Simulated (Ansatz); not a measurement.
System: cubic perovskite CsSrF3. Method: r²SCAN+SOC (Ansatz, a first-principles code, PAW).

Run with plane-wave cutoff 560 eV, 8×8×8 k mesh, Fermi–Dirac smearing 0.01 eV, PAW data made under PBE.

Cell (relaxed at this level):

```cif
data_CsF3Sr
_chemical_formula_sum 'Cs1 Sr1 F3'
_space_group_name_H-M_alt 'Pm-3m'
_space_group_IT_number 221
_space_group_name_Hall '-P 4 2 3'
_cell_length_a 4.76343
_cell_length_b 4.76343
_cell_length_c 4.76343
_cell_angle_alpha 90.000
_cell_angle_beta 90.000
_cell_angle_gamma 90.000
loop_
_atom_site_label
_atom_site_type_symbol
_atom_site_symmetry_multiplicity
_atom_site_Wyckoff_symbol
_atom_site_fract_x
_atom_site_fract_y
_atom_site_fract_z
_atom_site_occupancy
Cs1 Cs 1 a 0.00000 0.00000 0.00000 1
Sr1 Sr 1 b 0.50000 0.50000 0.50000 1
F1 F 3 c 0.00000 0.50000 0.50000 1
```

### Question
Estimate the bulk modulus, band gap and pressure derivative B′ of the bulk modulus that the calculation returns.

### Answer

* **bulk modulus**: 44.9 GPa
* **band gap**: 7.14 eV (direct)
* **pressure derivative B′ of the bulk modulus**: 4.8

Note: the relaxation could not lower the start's symmetry, so the cell can be a saddle point above a distorted one.

The computed numbers hold no vibrational or temperature effects.

Cost on a shared machine: around 18 core-minutes (rough).
